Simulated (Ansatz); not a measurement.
TiO2, response to strain

Consider TiO$_{2}$ in the anatase structure (space group I4_1/amd, No. 141; a = 3.799 Å, c = 9.701 Å).

Strains are applied to the cell and any free atomic positions relax.

Computed with PBE in Ansatz (plane waves to 420 eV, PAW, scalar-relativistic without spin-orbit coupling).

Notes on the quantities. energy relative to the base: free energy F.

```csv
variant,volume per atom,energy relative to the base
base,11.67 Å³,0 meV/atom
isotropic strain +0.60 %,11.88 Å³,+2.2 meV/atom
isotropic strain +1.20 %,12.09 Å³,[?]
isotropic strain +1.80 %,12.31 Å³,[?]
isotropic strain +2.40 %,12.53 Å³,[?]
isotropic strain +3.00 %,12.75 Å³,+50 meV/atom
```

Question: Complete the table.

Answer: 
- isotropic strain +1.20 %, energy relative to the base: +8.5 meV/atom
- isotropic strain +1.80 %, energy relative to the base: +19 meV/atom
- isotropic strain +2.40 %, energy relative to the base: +33 meV/atom

Whether these cells are dynamically stable was not tested. All final runs are without spin polarisation.

Ansatz is a quantum-chemistry and plane-wave program.
